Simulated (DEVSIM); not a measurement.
Device: Schottky contact on n-type Si, at 300 K.

```
layer (left to right)  material  thickness (μm)  Nd (cm⁻³)  τn (s)  τp (s)
---------------------  --------  --------------  ---------  ------  ------
1                            Si            1.50     3.9e15  1.9e-5  1.9e-5
2                            Si            3.20     6.6e17  1.9e-5  1.9e-5
```

Left contact: Schottky, work function 4.84 eV, emission velocity 3.4e6 cm/s. Right contact: ohmic. Voltage is applied to the left contact. Recombination: SRH at mid-gap, radiative, Auger. Mobility is μmin + (μ − μmin)/(1 + (N/Nref)^α).

Constants are typed, rounded textbook-type inputs, not results; the design itself was drawn at random and stands for no fabricated device. Values at 300 K; Nc and Nv go as T^1.5, mobilities as T to minus their exponent, the gap by Varshni's rule with the affinity fixed.

| parameter | Si |
|---|---|
| gap (eV) | 1.124 |
| affinity (eV) | 4.05 |
| permittivity | 11.7 |
| Nc (cm⁻³) | 2.86e19 |
| Nv (cm⁻³) | 3.1e19 |
| μn (cm²/Vs) | 1417 |
| μp (cm²/Vs) | 470 |
| μn,min | 52 |
| μp,min | 45 |
| Nref,n | 9.7e16 |
| Nref,p | 2.2e17 |
| αn | 0.68 |
| αp | 0.72 |
| T exponent of μn | 2.3 |
| T exponent of μp | 2.2 |
| B (cm³/s) | 4.7e-15 |
| Cn (cm⁶/s) | 2.8e-31 |
| Cp (cm⁶/s) | 9.9e-32 |
| Varshni α (eV/K) | 0.000473 |
| Varshni β (K) | 636 |

Simulated with DEVSIM: 1D drift-diffusion, Boltzmann statistics, complete ionisation; no tunnelling, impact ionisation, image-force lowering or self-heating. Metal contacts follow the ideal Schottky-Mott rule: no Fermi-level pinning, no interface dipoles.

Base results: dark forward voltage at 100 A/cm² (V) 0.509; potential step across the device at zero bias (V) 0.693; dark forward voltage at 1 A/cm² (V) 0.367.

Problem. What follows from this one change: temperature 300 → 450 K?

Solution. dark forward voltage at 100 A/cm² 0.509 → 0.348 V; potential step across the device at zero bias 0.693 → 0.620 V; dark forward voltage at 1 A/cm² 0.367 → 0.137 V.

Problem. What follows from this one change: metal work function 4.84 → 4.89 eV?

Solution. dark forward voltage at 100 A/cm² 0.509 → 0.559 V; potential step across the device at zero bias 0.693 → 0.743 V; dark forward voltage at 1 A/cm² 0.367 → 0.417 V.
